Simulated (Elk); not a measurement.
Band structure of Ni3Al (Pm-3m, 4 atoms in the cell).

```yaml
crystal:
  lattice:
    - [3.57000, 0.00000, 0.00000]
    - [0.00000, 3.57000, 0.00000]
    - [0.00000, 0.00000, 3.57000]
  atoms:
    - { symbol: Al, position: [0.00000, 0.00000, 0.00000] }
    - { symbol: Ni, position: [0.00000, 0.50000, 0.50000], spin: 0.5 }
    - { symbol: Ni, position: [0.50000, 0.00000, 0.50000], spin: 0.5 }
    - { symbol: Ni, position: [0.50000, 0.50000, 0.00000], spin: 0.5 }
```
(The spins are starting values, not results.)

Level of theory: PBE, all-electron FP-LAPW, Elk's shipped species files, LAPW+lo basis run with Elk.

Settings: xctype = 20; spinpol = true; rgkmax = 8; stype = 0; swidth = 0.00499791 Ha; ngridk = 7 7 7; reducebf = 0.8; gmaxvr = 16 1/bohr; nxoapwlo = 1; rmtscf = 0.93; bfcmt = [[0.0, 0.0, 0.0], [0.0, 0.0, -0.5], [0.0, 0.0, -0.5], [0.0, 0.0, -0.5]].

The starting cell has typed, rounded lattice constants, without a prior relaxation at this level. The magnetic order is the one reached from the typed start; others were not searched systematically. Values depend on the basis (sphere radii, cutoffs, local orbitals), which need not be converged.

Levels in eV from the Fermi level, bands 26 to 33 of the first spin channel:
```json
[
 {"point": "Γ", "26": "-0.07", "27": "-0.07", "28": "-0.07", "29": "0.81", "30": "0.81", "31": "0.81", "32": "6.48", "33": "6.48"},
 {"point": "X", "26": "-1.15", "27": "-1.03", "28": "-0.49", "29": "-0.07", "30": "5.43", "31": "5.43", "32": "5.50", "33": "5.50"},
 {"point": "M", "26": "-1.19", "27": "-0.97", "28": "-0.94", "29": "-0.57", "30": "0.82", "31": "0.82", "32": "8.06", "33": "8.07"},
 {"point": "R", "26": "-1.05", "27": "-1.05", "28": "-0.25", "29": "-0.25", "30": "-0.25", "31": "-0.25", "32": "3.33", "33": "3.94"}
]
```

Bands cross the Fermi level along this path, so the cell is metallic at this level.

The net moment of the cell came out as 0.73 μB.
